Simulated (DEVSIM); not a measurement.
Structure: abrupt Si p-n junction, at 250 K.

Layer 1 from the left is Si, thickness (μm) 0.250, Na (cm⁻³) 6.4e17, τn (s) 0.00051, τp (s) 0.00051. Layer 2 from the left is Si, thickness (μm) 6.40, Nd (cm⁻³) 1.5e17, τn (s) 0.00051, τp (s) 0.00051.

Left contact: ohmic. Right contact: ohmic. Voltage is applied to the left contact. Recombination: SRH at mid-gap, radiative. Mobility is μmin + (μ − μmin)/(1 + (N/Nref)^α).

Constants are typed, rounded textbook-type inputs, not results; the design itself was drawn at random and stands for no fabricated device. Values at 300 K; Nc and Nv go as T^1.5, mobilities as T to minus their exponent, the gap by Varshni's rule with the affinity fixed.

Si: gap (eV) 1.124, affinity (eV) 4.05, permittivity 11.7, Nc (cm⁻³) 2.86e19, Nv (cm⁻³) 3.1e19, μn (cm²/Vs) 1417, μp (cm²/Vs) 470, μn,min 52, μp,min 45, Nref,n 9.7e16, Nref,p 2.2e17, αn 0.68, αp 0.72, T exponent of μn 2.3, T exponent of μp 2.2, B (cm³/s) 4.7e-15, Varshni α (eV/K) 0.000473, Varshni β (K) 636.

Model (solved in DEVSIM): 1D drift-diffusion, Boltzmann statistics, complete ionisation; no tunnelling, impact ionisation, image-force lowering or self-heating.

Dark forward current:

```csv
|V| (V),|J| (A/cm²)
0.25,9.540e-11
0.30,9.533e-10
0.35,9.632e-9
0.40,9.767e-8
0.45,9.915e-7
0.50,1.007e-5
0.55,0.0001022
0.60,0.001038
0.65,0.01053
0.70,0.1069
0.75,1.083
0.80,10.86
0.85,99.86
0.90,613.5
0.95,2063
```

**Question.** Work out the local ideality factor n = ΔV / (kT/q · ln(J2/J1)) between the rows 0.25 and 0.30 V, 0.55 and 0.60 V, 0.90 and 0.95 V.

**Answer.** kT/q = 21.54 mV. From 0.25 to 0.30 V: ln(9.533e-10/9.540e-11) = 2.302, n = 1.01, near the 1 of diffusion or emission over a barrier. From 0.55 to 0.60 V: ln(0.001038/0.0001022) = 2.318, n = 1.00, near the 1 of diffusion or emission over a barrier. From 0.90 to 0.95 V: ln(2063/613.5) = 1.213, n = 1.91; the layers' resistance at their doping, Σ W/(qμN) = 2.9e-5 Ω cm², would take 41 mV of this step of 50 mV.

**Question.** Estimate the current at 0.55 V from the Shockley equation with J0 = Σ q ni² D/(N L) coth(W/L), τ joining the SRH, radiative and Auger lifetimes that are on, and W taken as the whole layer.

**Answer.** ni² = 6.36e15 cm⁻⁶; electrons in the p layer: μ = 530 cm²/Vs, D = 11.4 cm²/s, τ = 0.000201 s, L = 479 μm, W/L = 0.00052, term 7.27e-16 A/cm²; holes in the n layer: μ = 428 cm²/Vs, D = 9.22 cm²/s, τ = 0.000375 s, L = 588 μm, W/L = 0.011, term 9.79e-17 A/cm². J0 = 8.25e-16 A/cm², and J = J0 exp(qV/kT) = 0.000101 A/cm². The simulation gives 0.000102 A/cm², the same within the digits that matter. The estimate leaves out recombination in the depletion region and that region's share of W.
